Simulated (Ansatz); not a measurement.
Method: PBE (plane waves to 420 eV, PAW; Ansatz, a program for electronic structure).

Plane-averaged electrostatic potential energy along the normal, in eV from the Fermi level, for a constructed model of the (111) surface of fcc Pd, a pseudomorphic layer of Zn in the host's stacking (bottom of the slab: a bare face, its two planes held):

(z (Å), V (eV)): (3.89, 5.21); (4.17, 5.21); (4.44, 5.21); (4.72, 5.21); (5.00, 5.20); (5.28, 5.19); (5.56, 5.17); (5.83, 5.13); (6.11, 5.03); (6.39, 4.83); (6.67, 4.41); (6.94, 3.48); (7.22, 1.38); (7.50, -4.01); (7.78, -11.20); (8.06, -16.88); (8.33, -17.13); (8.61, -11.71); (8.89, -4.61); (9.17, 0.50); (9.44, 0.95); (9.72, -3.03); (10.00, -10.04); (10.28, -16.20); (10.56, -17.74); (10.83, -13.24); (11.11, -6.27); (11.39, -0.39); (11.67, 0.93); (11.94, -2.10); (12.22, -8.86); (12.50, -15.36); (12.78, -17.95); (13.06, -14.32); (13.33, -7.52); (13.61, -1.11); (13.89, 1.05); (14.17, -1.01); (14.44, -7.37); (14.72, -14.19); (15.00, -17.92); (15.28, -15.44); (15.56, -8.95); (15.83, -2.14); (16.11, 1.02); (16.39, -0.10); (16.67, -5.79); (16.94, -12.81); (17.22, -17.59); (17.50, -16.45); (17.78, -10.45); (18.06, -3.43); (18.33, 0.82); (18.61, 0.76); (18.89, -3.57); (19.17, -10.61); (19.44, -16.58); (19.72, -17.75); (20.00, -13.11); (20.28, -6.40); (20.56, -1.30); (20.83, -1.35); (21.11, -5.84); (21.39, -10.57); (21.67, -12.93); (21.94, -11.60); (22.22, -7.26); (22.50, -1.85); (22.78, 1.50); (23.06, 2.86); (23.33, 3.59); (23.61, 3.97); (23.89, 4.16); (24.17, 4.26); (24.44, 4.31); (24.72, 4.33); (25.00, 4.35); (25.28, 4.35); (25.56, 4.36); (25.83, 4.36); (26.11, 4.36)

Slab: 7 atoms, 13.6 Å thick at the start; k 15x15x1, smearing 0.1 eV, dipole-corrected; 2 atoms held, the rest relaxed; start symmetry kept, larger cells not searched; no spin, no spin-orbit, no U. In PBE it is, or lies within 0.01 eV a 1x1 cell of, the lowest of the 2 structures of its composition computed so far; larger cells were not tried.

Task: The surface cell has an area of 6.73 Å². What dipole along the normal does the step between the two vacuum levels imply?

Result: the top vacuum level lies 0.85 eV below the bottom one; p = −ε₀ A ΔV (ε₀ = 0.005526 e/(V·Å)) gives 0.03 e·Å a cell.
